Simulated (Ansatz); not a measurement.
GePt (model structure, started from the NbAs type, I4₁md, No. 109, 4 atoms in the cell): properties by level of theory

| level (code) | lattice parameter a (Å) | lattice parameter c (Å) |
|---|---|---|
| PBE (Ansatz) | 3.228 | 13.353 |
| PBEsol (Ansatz) | [?] | 13.223 |
| PBE-D3(BJ) (Ansatz) | 3.184 | 13.246 |

Task: Complete the blanks.

Result: 
- PBEsol (Ansatz, a first-principles code), lattice parameter a (Å): 3.174

Ansatz's density-functional and Hartree–Fock values are scalar-relativistic unless marked +SOC, with PAW data made under PBE.

Computed values are for the static lattice.

A model structure was made by putting elements into a prototype or built by hand; it is no filed structure, need not be a known phase, and can be a saddle point held by its symmetry.
